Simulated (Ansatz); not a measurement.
Point defects in Al

Start from a 27-atom supercell of Al in the fcc (Cu type) structure (space group Fm-3m, No. 225; a = 4.014 Å) at its relaxed geometry.

One neutral defect a cell, atoms relaxed at fixed cell.

All numbers come from plane-wave PAW DFT at the PBEsol level (Ansatz, a program for electronic structure, 420 eV), scalar-relativistic without spin-orbit coupling, earlier PAW set.

```json
[
 {"case": "perfect supercell", "pressure": "0.0 GPa", "largest displacement of a host atom from its site in the perfect cell": "–"},
 {"case": "Li interstitial (started 1.74 Å from the nearest host atom)", "pressure": "4.0 GPa", "largest displacement of a host atom from its site in the perfect cell": "0.25 Å"},
 {"case": "Be on a Al site", "pressure": "-1.3 GPa", "largest displacement of a host atom from its site in the perfect cell": "0.04 Å"},
 {"case": "Mg on a Al site", "pressure": "0.9 GPa", "largest displacement of a host atom from its site in the perfect cell": "0.02 Å"}
]
```

In so small a cell the defect repeats every few ångströms: this is an ordered compound, not a dilute defect.
